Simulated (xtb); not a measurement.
xtb 6.7.1, GFN2-xTB: Mo(NH)(OH)(OMe)3 (C[O][Mo](=[NH])([OH])([O]C)[O]C), 20 atoms. The geometry is a generated start, not checked to be a minimum at this level.

```
Property                                                                                                        Value
------------------------  -------------------------------------------------------------------------------------------
method                                                                                                       GFN2-xTB
--acc                                                                                                     1 (default)
--etemp (K)                                                                                             300 (default)
detailed input (--input)  none: ANC optimiser, Lindh (1995) Hessian, microcycle=20, maxdispl=1.0, hlow=0.01 (default)
basis functions                                                                                                    53
valence electrons                                                                                                  58
```

```xyz
20

Mo    -0.3480     0.2797     0.0346
N     -1.1461     0.9199    -1.3714
H     -1.5765     1.3912    -2.1511
O     -1.8066    -0.1744     1.1650
H     -2.4964    -0.8418     1.1274
O     -0.2794    -1.4721    -0.3952
C     -0.6701    -2.7792    -0.6294
H     -1.5318    -3.0435     0.0062
H     -0.9618    -2.9027    -1.6846
H      0.1507    -3.4778    -0.4042
O     -0.1197     1.6321     1.1259
C     -0.2273     2.6531     2.0454
H      0.6524     2.6773     2.7050
H     -0.3091     3.6197     1.5269
H     -1.1285     2.4983     2.6582
O      1.4407     0.3465    -0.3496
C      2.3955    -0.2158    -1.1790
H      2.5801     0.4448    -2.0404
H      3.3434    -0.3624    -0.6390
H      2.0385    -1.1927    -1.5507
```

Charge 0 and multiplicity 1 are set for this test and not shown to be the ground state.

The structure is relaxed from this start with --opt LEVEL for the levels crude, sloppy, loose, lax, normal, tight, vtight, extreme, once each. Up to the end of the extreme run atoms move by at most 0.21 Å along an axis.

Question: Which level is enough to come within 1 meV of the tightest end point?

Answer: normal: 12 cycles against 31, ending 0.18 meV above.

| level | cycles | energy above the extreme run (meV) | gradient norm (eV/Å) |
|---|---|---|---|
| crude | 1 | 3.9 | 0.17 |
| sloppy | 1 | 3.9 | 0.17 |
| loose | 1 | 3.9 | 0.17 |
| lax | 2 | 3.4 | 0.089 |
| normal | 12 | 0.18 | 0.025 |
| tight | 15 | 0.068 | 0.0095 |
| vtight | 22 | 0.030 | 0.0030 |
| extreme | 31 | — | 0.0011 |
